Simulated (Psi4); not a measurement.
Psi4 1.11, PBE0/def2-tzvp: chlorotrifluoromethane (FC(F)(F)Cl), 5 atoms. The geometry is a generated start, not checked to be a minimum at this level.

```
Property                              Value
--------------------------  ---------------
task                                 energy
method                                 pbe0
basis                             def2-tzvp
memory                                 3 GB
maxiter                                 100
keys of the molecule block      symmetry c1
scf_type                       df (default)
e_convergence               1e-06 (default)
d_convergence               1e-06 (default)
dft_radial_points              75 (default)
dft_spherical_points          302 (default)
basis functions                         161
grid points                          108173
```

```xyz
5

F     -0.5718    -0.6667    -1.0259
C     -0.0713    -0.0068     0.0047
F     -0.5949     1.2108     0.0019
F     -0.4564    -0.6132     1.1129
Cl     1.6944     0.0759    -0.0936
```

With the defaults (diis = true, scf_initial_accelerator = adiis, damping_percentage = 0, guess = auto, which took SAD, level_shift = 0, level_shift_cutoff = 0.01, diis_max_vecs = 10, diis_start = 1) it converges in 7 SCF iterations. One run each on 2 threads, with these changes:
- diis_max_vecs = 3
- scf_initial_accelerator = ediis
- diis_max_vecs = 6
- diis = false, scf_initial_accelerator = none, damping_percentage = 60
- guess = sadno
- guess = core
- level_shift = 0.1, level_shift_cutoff = 0.001
- diis_start = 4
- guess = sapgau

**Question.** Which of these changes keep the SCF from converging, or lead it to another solution?

**Answer.** No convergence: diis = false, scf_initial_accelerator = none, damping_percentage = 60 (the run ends without SCF convergence in 100 iterations). The rest reach the solution of the defaults.

```tsv
setting	SCF iterations	end
the defaults	7	same solution
level_shift = 0.1, level_shift_cutoff = 0.001	7	same solution
scf_initial_accelerator = ediis	7	same solution
diis_max_vecs = 6	7	same solution
guess = sapgau	8	same solution
diis_max_vecs = 3	9	same solution
guess = sadno	9	same solution
diis_start = 4	11	same solution
guess = core	12	same solution
diis = false, scf_initial_accelerator = none, damping_percentage = 60	100	no convergence
```
